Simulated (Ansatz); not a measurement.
Start from GaAs in the rock salt structure (space group Fm-3m, No. 225; a = 5.303 Å; a hypothetical phase, not in the database extracts checked).

It is then changed as follows: full substitution As → N, then cell and atoms are relaxed.

Levels (all Ansatz, a first-principles code, PAW): PBEsol (420 eV, no SOC); r2SCAN (500 eV, no spin-orbit coupling).

The geometry is relaxed with PBEsol.

| Property | Result |
|---|---|
| PBEsol band gap | 0.54 eV |
| PBEsol electron mass | 0.47 mₑ along k, 0.18 mₑ across (at X) |
| PBEsol pressure | 0.01 GPa |

Task: How does going to r2SCAN change the band gap, electron mass and pressure?

Result: The band gap rises by 0.61 eV to 1.15 eV; the electron mass changes from 0.47 mₑ along k, 0.18 mₑ across (at X) to 0.45 mₑ along k, 0.19 mₑ across (at X); the pressure falls by 0.44 GPa to -0.43 GPa.

Single points use the geometry relaxed with PBEsol. Their cutoffs differ, which shifts pressures a little. Effective masses come from finite differences of ±0.01 Å⁻¹. Along k means along the line from Γ to the band edge. Whether these cells are dynamically stable was not tested. All final runs are without spin polarisation. This is not the structure that GaN has at room temperature and ambient pressure.
